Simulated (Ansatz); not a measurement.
The reference is GaAs in the zinc blende structure (space group F-43m, No. 216; a = 5.6667 Å).

The values are results of r2SCAN, PAW, 500 eV (Ansatz, a program for electronic structure; scalar-relativistic without spin-orbit coupling), not measurements.

Strains are applied to the cell and any free atomic positions relax.

One change was made to it. Results:

```csv
quantity,base,after
"hole mass (degenerate bands, along [100])","0.050, 0.34, 0.34 mₑ (at Γ)","0.081, 0.31, 0.31 mₑ (at Γ)"
"valley order (the lowest conduction-band minima on the path, energy above the VBM, named in the base's zone)","Γ 0.96 eV; L along ⟨111⟩ 1.35 eV; a point along ⟨100⟩, about 1.0 Å⁻¹ from Γ 1.72 eV","a point along ⟨100⟩, about 1.0 Å⁻¹ from Γ 1.57 eV; L along ⟨111⟩ 1.64 eV; Γ 1.72 eV"
pressure,0.0 kbar,81.4 kbar
```

Which of these changes matches the shifts?
A) isotropic strain −1.00 %
B) isotropic strain −3.00 %
C) isotropic strain −2.00 %
D) isotropic strain −0.50 %

B, isotropic strain −3.00 %. For comparison, the valley order in the other runs: isotropic strain −2.00 % gives Γ 1.46 eV; L along ⟨111⟩ 1.54 eV; a point along ⟨100⟩, about 1.0 Å⁻¹ from Γ 1.62 eV; isotropic strain −1.00 % gives Γ 1.21 eV; L along ⟨111⟩ 1.45 eV; a point along ⟨100⟩, about 1.0 Å⁻¹ from Γ 1.67 eV; isotropic strain −0.50 % gives Γ 1.08 eV; L along ⟨111⟩ 1.40 eV; a point along ⟨100⟩, about 1.0 Å⁻¹ from Γ 1.69 eV.

The levels and masses belong to the bands next to the band gap. Masses are band curvatures over ±0.01 Å⁻¹ around the edge. Stability against distortions was not tested.
